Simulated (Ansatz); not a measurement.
An Ansatz (an electronic-structure program) input (Ansatz PBE, no SOC):

Ansatz 0.2 input:
```yaml
crystal:
  lattice:
    - [0, 3.0257453036, 3.0257453036]
    - [3.0257453036, 0, 3.0257453036]
    - [3.0257453036, 3.0257453036, 0]
  atoms:
    - { symbol: Hg, position: [0, 0, 0] }
    - { symbol: S, position: [0.25, 0.25, 0.25] }
basis: { ecutwfc: 420, ecutrho_ratio: 4, xc_grid: 2, fft_grid_basis: typed }
kpoints: { mp_grid: { grid: [10, 10, 10] } }
hamiltonian:
  xc: pbe
  dispersion: none
  pseudopotentials: { kind: paw }
scf: { occupations: { method: fermi_dirac, width: 0.05 }, convergence: { dr2_threshold: 0.0000000002 } }
relax: { f_tol: 0.005, max_steps: 50 }
output: { forces: true, stress: true }
checkpoint: { write: state.ck, write_every: 1000 }
```

Q: Which symmetry and how many k-points will the program report, and about how many plane waves at Γ?

A: Space group F-43m (ITA 216) with 24 operations, k-points 47 of 1000, and 1067 plane waves at Γ.

Q: And the final pressure?

A: -1.39 GPa (compression positive).

A case with no gap was solved on a k-mesh chosen for an insulator, which is coarse for it. The cells carry an imposed strain or load. Stability against distortions was not tested. The final runs are not spin-polarised. The cell was made from HgS in the zinc blende structure (space group F-43m, No. 216) by this change: isotropic strain +1.00 %.
